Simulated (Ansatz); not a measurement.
## Effect of isotropic strain +1.32 % on CdS

The reference is CdS in the zinc blende structure (space group F-43m, No. 216; a = 5.825 Å).

It is then changed as follows: every lattice vector is stretched by 1.32 %; the atoms relax in the strained cell.

All numbers come from PBEsol (Ansatz, a quantum-chemistry and plane-wave program), without spin-orbit coupling, earlier PAW set. k-mesh 10×10×10 (Γ-centred); smearing 0.05 eV (Fermi–Dirac).

| quantity | base | changed | shift |
|---|---|---|---|
| volume per atom | 24.70 Å³ | 25.69 Å³ | +0.99 Å³ |
| energy relative to the base (free energy F) | 0 meV/atom | +7.1 meV/atom | +7.1 meV/atom |
| band gap | 1.01 eV | 0.93 eV | -0.08 eV |
| gap character | direct at Γ | direct at Γ | – |
| mean gap deformation potential ΔEg/Δln V | – | -2.0 eV | – |
| width of the top valence band | 2.24 eV | 2.10 eV | -0.14 eV |
| electron mass | 0.11 mₑ (at Γ) | 0.11 mₑ (at Γ) | – |

Final structure:

```
CdS
1.0
    0.00000     2.95085     2.95085
    2.95085     0.00000     2.95085
    2.95085     2.95085     0.00000
S Cd
1 1
Direct
  0.75000   0.75000   0.75000
  0.00000   0.00000   0.00000
```

Effective masses come from finite differences of ±0.01 Å⁻¹. No phonon test of stability was made.
